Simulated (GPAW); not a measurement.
# One base run on As (Cmce, 4 atoms in the cell) and variants with one or two settings moved

```
As
1.0
    1.82500    -5.50000     0.00000
    1.82500     5.50000     0.00000
    0.00000     0.00000     4.47000
As
4
Direct
  0.11000   0.89000   0.06000
  0.61000   0.39000   0.44000
  0.89000   0.11000   0.94000
  0.39000   0.61000   0.56000
```

Base run A: PBEsol, real-space grid, GPAW PAW datasets PBEsol (made by gpaw-setup) in GPAW 25.7.0, self-consistent single point.

Its settings: mode = fd; h = 0.18 Å; xc = PBEsol; kpts = 5 5 4; mesh shift (steps) = 0 0 0; occupations.name = methfessel-paxton; occupations.width = 0.136 eV; occupations.order = 1; nbands = -12; convergence.forces = 0.001 eV/Å; symmetry.symmorphic = false; symmetry.tolerance = 0.0005; maxiter = 120.

The starting cell comes from a database of published, mostly measured structures (it also holds non-ambient and calculated ones), without a prior relaxation at this level. Without a gap this mesh is coarse (it stands for a supercell whose shortest vector is 18 Å).

ΔF is the free energy per atom less that of run A. A dash stands where there is no value to compare (another energy zero or no entropy term, no result, no spin, no clean gap, or a mesh too coarse for one). Total energies depend on the potentials, the functional and any Hubbard or dispersion term, so they are compared only between runs that share all of them.

| run | change | ΔF (meV/atom) | largest force (eV/Å) | k-points | valence electrons | ending |
|---|---|---|---|---|---|---|
| A | base | 0.00 | 0.099 | 27 | 20 | converged |
| B | lattice scaled by 0.97; h: 0.18 Å → 0.232 Å | 117.6 | 0.876 | 27 | 20 | converged |
| C | dispersion: default → d4 [PBEsol-D4, real-space grid] | – | 0.106 | 27 | 20 | converged |
| D | kpts: 5 5 4 → 3 3 3 | 58.2 | 0.378 | 8 | 20 | converged |
| E | kpts: 5 5 4 → 4 4 3; occupations.width: 0.136 eV → 0.1 eV | 24.6 | 0.342 | 14 | 20 | converged |
| F | 2 x 1 x 1 supercell, mesh divided and rounded up; kpts: 5 5 4 → 3 5 4; nbands: -12 → -16 | 5.8 | 0.131 | 31 | 40 | converged |
| G | mixer.beta: default → 0.05; mixer.nmaxold: default → 1 | – | – | 27 | 20 | not converged |
| H | symmetry.symmorphic: false → default; symmetry.tolerance: 0.0005 → default; symmetry: default → off | 0.00 | 0.099 | 100 | 20 | converged |
| I | maxiter: 120 → default | 0.00 | 0.099 | 27 | 20 | converged |
| J | eigensolver: default → {name: rmm-diis, niter: 5} | 0.00 | 0.099 | 27 | 20 | converged |

Run E against A: The free energy goes up by 24.6 meV/atom and the largest force goes from 0.099 to 0.342 eV/Å.

Run B against A: The free energy goes up by 118 meV/atom and the largest force goes from 0.099 to 0.876 eV/Å.
